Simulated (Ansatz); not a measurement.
**Evanescent states of TiO$_{2}$ (I4_1/amd, anatase, 6 atoms a cell, 11.5 Å³ an atom) along the normal of (001)**

Computed with r2SCAN (plane waves, PAW; Ansatz, a quantum-chemistry and plane-wave program).

The gap is the functional's own, uncorrected, and κ follows it; spin-orbit coupling is left out. Mid-gap means the computed energy nearest the middle.

Energies count from the valence-band top; κ is the least over a 8×8 mesh across the current.

| E (eV) | κ (1/Å) | where |
|---|---|---|
| 0.07 | 0.131 | off Γ |
| 0.20 | 0.211 | off Γ |
| 0.33 | 0.258 | off Γ |
| 0.46 | 0.293 | off Γ |
| 0.58 | 0.321 | off Γ |
| 0.71 | 0.344 | off Γ |
| 0.84 | 0.364 | off Γ |
| 0.97 | 0.381 | off Γ |
| 1.10 | 0.395 | off Γ |
| 1.24 | 0.408 | off Γ |
| 1.36 | 0.418 | off Γ |
| 1.50 | 0.427 | off Γ |
| 1.62 | 0.434 | off Γ |
| 1.75 | 0.440 | off Γ |
| 1.89 | 0.444 | off Γ |
| 2.02 | 0.446 | off Γ |
| 2.15 | 0.446 | off Γ |
| 2.27 | 0.445 | off Γ |
| 2.40 | 0.391 | Γ |
| 2.54 | 0.158 | Γ |

### Question
How thick must the barrier be to attenuate the transmission by 10^4 when the electrodes' Fermi level lies at 1.36 eV, and what attenuation does that film give at 0.33 eV?

### Answer
d = 4 ln 10 / (2 × 0.418) = 11.0 Å. At 0.33 eV it gives 4 × 0.258/0.418 = 2.5 decades.
